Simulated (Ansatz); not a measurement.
Input for Zr(N,C) alloy cell Zr8CN7 (rock salt start):

Ansatz 0.2 input:
```yaml
crystal:
  lattice:
    - [0.000000001, 4.62488068, 4.624880679]
    - [4.624880688, 0.0, 4.624880679]
    - [4.624880683, 4.624880676, 0.000000005]
  atoms:
    - { symbol: Zr, position: [-0.001285977, 0.00128598, -0.001285983] }
    - { symbol: Zr, position: [-0.001286001, 0.001285996, 0.501286015] }
    - { symbol: Zr, position: [-0.00000004, 0.500000035, 0.00000002] }
    - { symbol: Zr, position: [-0.001286006, 0.498713987, 0.50128601] }
    - { symbol: Zr, position: [0.501286026, 0.001285997, -0.00128601] }
    - { symbol: Zr, position: [0.499999976, 0.000000014, 0.500000049] }
    - { symbol: Zr, position: [0.501286028, 0.498713989, -0.001286015] }
    - { symbol: Zr, position: [0.50128604, 0.498713946, 0.501286046] }
    - { symbol: N, position: [0.250000014, 0.250000006, 0.249999976] }
    - { symbol: N, position: [0.249999978, 0.250000007, 0.749999985] }
    - { symbol: N, position: [0.250000004, 0.749999997, 0.250000003] }
    - { symbol: N, position: [0.250000018, 0.749999986, 0.749999978] }
    - { symbol: N, position: [0.749999988, 0.250000002, 0.249999987] }
    - { symbol: C, position: [0.749999971, 0.250000021, 0.750000005] }
    - { symbol: N, position: [0.749999999, 0.750000013, 0.249999984] }
    - { symbol: N, position: [0.749999988, 0.750000022, 0.74999995] }
basis:
  ecutwfc: 420
  ecutrho_ratio: 4
  xc_grid: 2
kpoints:
  mp_grid: { grid: [5, 5, 5] }
hamiltonian:
  xc: pbe
  dispersion: none
  pseudopotentials: { kind: paw }
scf:
  n_extra_bands: 24
  occupations: { method: fermi_dirac, width: 0.05 }
output:
  forces: true
  stress: true
relax:
  f_tol: 0.03
  max_steps: 90
  cell: { stress_tol: 0.15 }
```

These are PBE (plane waves to 420 eV, PAW; Ansatz, a first-principles code) values and carry that method's errors. No spin–orbit coupling. Its k-point mesh 5×5×5, Fermi–Dirac width 0.05 eV.

**Question.** What does the end of the output print (band table and long remarks left out, numbers rounded to eight decimals)?

**Answer.** 
```
SCF converged after 5 iterations
Free energy (F): -36436.024109 eV
Harris-Foulkes:  -36436.024109 eV  (|F-HF|=9.46e-11)
Internal energy: -36435.980628 eV  (E = F + TS)
E sigma→0 (E₀):  -36436.002368 eV
Entropy (-TS):   -0.043480 eV (-2.718 meV/atom)
Fermi energy:    17.290649 eV
--- Per-component energies (eV) ---
  E_band       = -250.452753
  E_kinetic    = 3692.120419
  E_local      = -4994.307575  (includes V_loc(G=0)·N_el)
  E_nonlocal   = 966.067167
  E_hartree    = 1502.980027
  E_xc         = -1780.729941
  E_vxc        = -2147.175028  (∫ρ·V_xc dr)
  E_paw        = -24614.661082  (= ΣΔE_a)
  E_vpaw       = -773.118777  (= ΣTr[D̂ρ^β])
  E_aug_tail   = 0.000821  (compensation charges beyond the density's cutoff)
  E_ewald      = -11207.450465
  E_smearing   = -0.043480  (= −TS)
  E_closure    = 0.000000  (closes the sum)
  Σ components = -36436.024109   (vs F -36436.024109, Δ=0.00e0)
--- Forces (eV/Å), atoms counted from 1 ---
  atom   1  Zr     0.00000000    -0.00589768    0.00000000
  atom   2  Zr     0.00589768    0.00000000    0.00000000
  atom   3  Zr     0.00000000     0.00000000    0.00000000
  atom   4  Zr    0.00000000     0.00000000    -0.00589768
  atom   5  Zr     0.00000000    0.00000000     0.00589768
  atom   6  Zr    0.00000000    0.00000000     0.00000000
  atom   7  Zr    -0.00589768     0.00000000     0.00000000
  atom   8  Zr    0.00000000     0.00589768     0.00000000
  atom   9  N     0.00000000    0.00000000     0.00000000
  atom  10  N     0.00000000     0.00000000    0.00000000
  atom  11  N      0.00000000     0.00000000    0.00000000
  atom  12  N      0.00000000    0.00000000     0.00000000
  atom  13  N      0.00000000     0.00000000    0.00000000
  atom  14  C     0.00000000     0.00000000     0.00000000
  atom  15  N      0.00000000    0.00000000     0.00000000
  atom  16  N     0.00000000     0.00000000    0.00000000
  max |Σ_I F_I| component: 2.60e-18 eV/Å
--- Stress (GPa, compression-positive) ---
       -0.063256      0.000000      0.000000
       0.000000      -0.063256       0.000000
       0.000000       0.000000      -0.063256
  P = ⅓ Tr σ = -0.0633 GPa (-0.633 kbar)
--- Relaxed structure (3 steps of the walk, 3 accepted, 1 SCFs on fresh bases) ---
  F+E_penalty+E_count = -36436.02410862 eV   max|allowed force component| = 5.898e-3 eV/Å   (the final SCF, on the basis selected at the relaxed cell)
  cell:  # Å, volume = 195.9596 Å³
    - [0.0, 4.61011948, 4.61011948]
    - [4.61011948, 0.0, 4.61011948]
    - [4.61011948, 4.61011948, 0.0]
  atoms:
    - { symbol: Zr, position: [-0.00199770, 0.00199770, -0.00199770] }
    - { symbol: Zr, position: [-0.00199770, 0.00199770, 0.50199770] }
    - { symbol: Zr, position: [0.0, 0.5, 0.0] }
    - { symbol: Zr, position: [-0.00199770, 0.49800230, 0.50199770] }
    - { symbol: Zr, position: [0.50199770, 0.00199770, -0.00199770] }
    - { symbol: Zr, position: [0.5, 0.0, 0.5] }
    - { symbol: Zr, position: [0.50199770, 0.49800230, -0.00199770] }
    - { symbol: Zr, position: [0.50199770, 0.49800230, 0.50199770] }
    - { symbol: N, position: [0.25, 0.25000000, 0.25] }
    - { symbol: N, position: [0.25000000, 0.25000000, 0.75] }
    - { symbol: N, position: [0.25, 0.75000000, 0.25000000] }
    - { symbol: N, position: [0.25000000, 0.75, 0.75000000] }
    - { symbol: N, position: [0.75, 0.25, 0.25] }
    - { symbol: C, position: [0.75, 0.25000000, 0.75000000] }
    - { symbol: N, position: [0.75000000, 0.75000000, 0.25000000] }
    - { symbol: N, position: [0.75, 0.75000000, 0.75] }
```

Cost: about 26 core-seconds (a rough figure).
